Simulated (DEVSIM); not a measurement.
System: Co/SiO2/n-Ge capacitor, at 400 K.

```tsv
layer (left to right)	material	thickness (nm)	Nd (cm⁻³)
1	SiO2	2.40	-
2	Ge	540	6e17
```

Metal gate on the left, work function 5 eV. Fixed charge at the semiconductor interface 0 cm⁻² (in units of +e); no interface traps.

This is a model device: material constants are rounded textbook-type values typed into the input, and sizes, dopings and lifetimes were drawn at random. Values at 300 K; Nc and Nv go as T^1.5, mobilities as T to minus their exponent, the gap by Varshni's rule with the affinity fixed.

```csv
parameter,SiO2,Ge
gap (eV),9,0.664
affinity (eV),0.9,4
permittivity,3.9,16
Nc (cm⁻³),-,1.04e19
Nv (cm⁻³),-,6e18
Varshni α (eV/K),-,0.000477
Varshni β (K),-,235
```

DEVSIM, 1D Poisson equation in equilibrium, Boltzmann statistics, complete ionisation; no quantum confinement or tunnelling. Metal contacts follow the ideal Schottky-Mott rule: no Fermi-level pinning, no interface dipoles.

Tabulate band edges, carrier densities and field at 0.4 V on the gate.

Energies count from the Fermi level of the right contact; mesh points crowd at the junctions.

| x (μm) | Ec (eV) | Ev (eV) | n (cm⁻³) | p (cm⁻³) | field (V/cm) |
|---|---|---|---|---|---|
| 0.000 | 3.700 | -5.300 | < 1e2 | < 1e2 | -780000 |
| 0.0006800 | 3.647 | -5.353 | < 1e2 | < 1e2 | -780000 |
| 0.001320 | 3.597 | -5.403 | < 1e2 | < 1e2 | -780000 |
| 0.002000 | 3.544 | -5.456 | < 1e2 | < 1e2 | -780000 |
| 0.002982 | 0.403 | -0.221 | 1.4e14 | 1.5e16 | -190000 |
| 0.004336 | 0.378 | -0.246 | 2.8e14 | 7.3e15 | -180000 |
| 0.006739 | 0.337 | -0.287 | 9.0e14 | 2.3e15 | -160000 |
| 0.01280 | 0.253 | -0.372 | 1.1e16 | 1.9e14 | -120000 |
| 0.02176 | 0.171 | -0.453 | 1.1e17 | 1.8e13 | -64000 |
| 0.03647 | 0.122 | -0.502 | 4.6e17 | 4.4e12 | -13000 |
| 0.06377 | 0.113 | -0.511 | 6.0e17 | 3.4e12 | -300 |
| 0.1326 | 0.113 | -0.511 | 6.0e17 | 3.4e12 | ≈ 0 |
| 0.2345 | 0.113 | -0.511 | 6.0e17 | 3.4e12 | ≈ 0 |
| 0.3627 | 0.113 | -0.511 | 6.0e17 | 3.4e12 | ≈ 0 |
| 0.4575 | 0.113 | -0.511 | 6.0e17 | 3.4e12 | ≈ 0 |
| 0.4951 | 0.113 | -0.511 | 6.0e17 | 3.4e12 | ≈ 0 |
| 0.5153 | 0.113 | -0.511 | 6.0e17 | 3.4e12 | ≈ 0 |
| 0.5276 | 0.113 | -0.511 | 6.0e17 | 3.4e12 | ≈ 0 |
| 0.5360 | 0.113 | -0.511 | 6.0e17 | 3.4e12 | ≈ 0 |
| 0.5393 | 0.113 | -0.511 | 6.0e17 | 3.4e12 | ≈ 0 |
| 0.5412 | 0.113 | -0.511 | 6.0e17 | 3.4e12 | ≈ 0 |
| 0.5424 | 0.113 | -0.511 | 6.0e17 | 3.4e12 | ≈ 0 |
